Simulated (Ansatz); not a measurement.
System: N-vacancy pair (N on one host C site, one C site vacant) in 3C silicon carbide (charge state -1). The step: the N atom itself jumps into the vacancy (N-vacancy distance between ideal sites 3.10 Å throughout) (strongly reconstructed ends); the atom moves 3.44 Å along (0.00, 0.56, -0.56) of the unit cell; the moving atom starts with neighbours 3 Si at 1.81 Å and ends with 3 Si at 1.81 Å. DFT values are from Ansatz (plane-wave PAW, 420 eV unless said) in a cell of 64 host sites, spin-restricted, static, with no finite-size correction. The charge state is imposed; whether it is stable for some Fermi level was not computed. Forms of the defect that were not tried may lie lower. For the PBE band: the saddle point's order was not checked, and it lies on a symmetry element of the cell, where a band can be held.

```tsv
Level	Forward barrier (eV)	Cost of the band or of the saddle's single point
PBE, a 2×2×2 k-point mesh shifted by half a step, band relaxed	3.10	about 50 core-minutes (a rough figure)
PBE, a 3×3×3 k-point mesh shifted by half a step, same geometries	3.13	very roughly 2.4 core-minutes
r2SCAN at 500 eV, a 2×2×2 k-point mesh shifted by half a step, same geometries	___	about 70 core-seconds (a rough figure)
```

Question: Some entries are withheld; supply them.

Answer: 
- r2SCAN at 500 eV, a 2×2×2 k-point mesh shifted by half a step, same geometries, Forward barrier (eV): 3.53

Ansatz is a quantum-chemistry and plane-wave program.
